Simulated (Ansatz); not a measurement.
# MgS (model structure, started from the BN type, Pm-3n, No. 223, 12 atoms in the cell)

Method: LDA in Ansatz (plane waves, PAW).

Settings: plane-wave cutoff 520 eV, 6×6×6 k mesh, Fermi–Dirac smearing 0.01 eV, scalar-relativistic PAW data made under PBE.

Cell (relaxed at this level):

```cif
data_Mg6S6
_chemical_formula_sum 'Mg6 S6'
_space_group_name_H-M_alt 'P 1'
_space_group_IT_number 1
_cell_length_a 6.86544
_cell_length_b 6.86544
_cell_length_c 6.86544
_cell_angle_alpha 90.000
_cell_angle_beta 90.000
_cell_angle_gamma 90.000
loop_
_space_group_symop_operation_xyz
  'x, y, z'
loop_
_atom_site_label
_atom_site_type_symbol
_atom_site_fract_x
_atom_site_fract_y
_atom_site_fract_z
_atom_site_occupancy
Mg1 Mg 0.25000 0.00000 0.50000 1
Mg2 Mg 0.50000 0.25000 0.00000 1
Mg3 Mg 0.50000 0.75000 0.00000 1
Mg4 Mg 0.75000 0.00000 0.50000 1
Mg5 Mg 0.00000 0.50000 0.75000 1
Mg6 Mg 0.00000 0.50000 0.25000 1
S1 S 0.25000 0.50000 0.00000 1
S2 S 0.00000 0.25000 0.50000 1
S3 S 0.00000 0.75000 0.50000 1
S4 S 0.75000 0.50000 0.00000 1
S5 S 0.50000 0.00000 0.75000 1
S6 S 0.50000 0.00000 0.25000 1
```

| Property | Value |
|---|---|
| band gap | 2.86 eV (on the SCF k mesh) |

Note: the relaxation could raise the start's symmetry but not lower it, so the cell can be a saddle point.

Computed values are for the static lattice.

It cost very roughly 2.3 core-minutes of CPU time.

A model structure was made by putting elements into a prototype or built by hand; it is no filed structure, need not be a known phase, and can be a saddle point held by its symmetry.

Ansatz is a quantum-chemistry and plane-wave program.
